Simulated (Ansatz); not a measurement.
PbSe: energy against strain

PbSe (rock salt, Fm-3m, 27.555 Å³/atom at rest) under an equal strain ε in the (111) plane with the normal axis free, as in a coherent film. LDA in Ansatz, a plane-wave DFT program (PAW, default set), 420 eV, 10×10×10 Γ-centred mesh, Fermi-Dirac smearing 0.05 eV; ions are relaxed within the symmetry of each cell.

Here s stands for strain and y for E less E0.

```
strain (%)  E less E0 (meV/atom)
----------  --------------------
-1.25                       1.99
-0.83                       0.87
-0.42                       0.22
0.00                        0.00
0.42                        0.22
0.83                        0.85
1.25                        1.93
2.50                           ?
```

Question: Using a parabola, estimate the missing y at s = 2.50 from the other rows, showing the fit.

Answer: Least squares gives y = -0.002 - 0.0189·s + 1.2549·s². Residuals (row less fit): 0.008, -0.008, -0.007, 0.002, 0.009, 0.003, -0.005; standard error 0.009 (degrees of freedom: 4). Twice the quadratic coefficient over the volume, 2 × 1.2549 meV × 10⁴ × 0.1602 / 27.555 Å³, is twice the biaxial elastic modulus of this plane = 146 ± 0.6 GPa. At the withheld row, y = -0.002 - 0.0189 × 2.50 + 1.2549 × 2.50² = 7.794 meV/atom. The calculation gives 7.72 meV/atom, 0.074 meV/atom below the prediction (1.0 % of the range of y in the table). The row lies outside the fitted rows, so this is an extrapolation. From the scatter of the fitted rows alone, a prediction at this place has a standard error of 0.033 meV/atom, so the miss is 2.2 times that.

One order more doesn't follow all runs of the series either: the slope changes along it. This level leaves no gap over 0.05 eV at strain -1.25, -0.83, -0.42, 0.00, 0.42, 0.83, 1.25, 2.50, where the mesh may be coarse. Rows are the converged runs of the series near zero and its far end; series whose fitted rows scatter by over a few per cent of the range, as at a crossing or softening among them, aren't shown in this form. Most that stay on the fit to the last digits aren't either.
